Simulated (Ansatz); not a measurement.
Band gap of CsPbCl₃ (within 0.1 Å of Pm-3m, No. 221, 5 atoms in the cell; start mp-675022) at several levels of theory

No measured value is used here.

```
level (code)           value (eV)
------------------  -------------
LDA (Ansatz)                    ?
PBEsol (Ansatz)              1.83
r²SCAN (Ansatz)              2.32
HSE06 (Ansatz)                  ?
HSE06+SOC (Ansatz)  1.35 (direct)
PBE0 (Ansatz)                3.29
r²SCAN0 (Ansatz)             3.54
```

Question: Fill in the missing entries.

Answer: 
- LDA (Ansatz, a program for electronic structure), value (eV): 1.77
- HSE06 (Ansatz), value (eV): 2.64

Computed values are for a static lattice. Levels without +SOC have no spin–orbit coupling; where heavier elements are present it shifts gaps, mostly down, and can invert bands.  Values are at the PBEsol cell. Cutoffs and k meshes differ between the levels. Ansatz's density-functional and Hartree–Fock values are scalar-relativistic unless marked +SOC, with PAW data made under PBE.

A start named mp-… is a Materials Project structure, which need not be a measured phase.
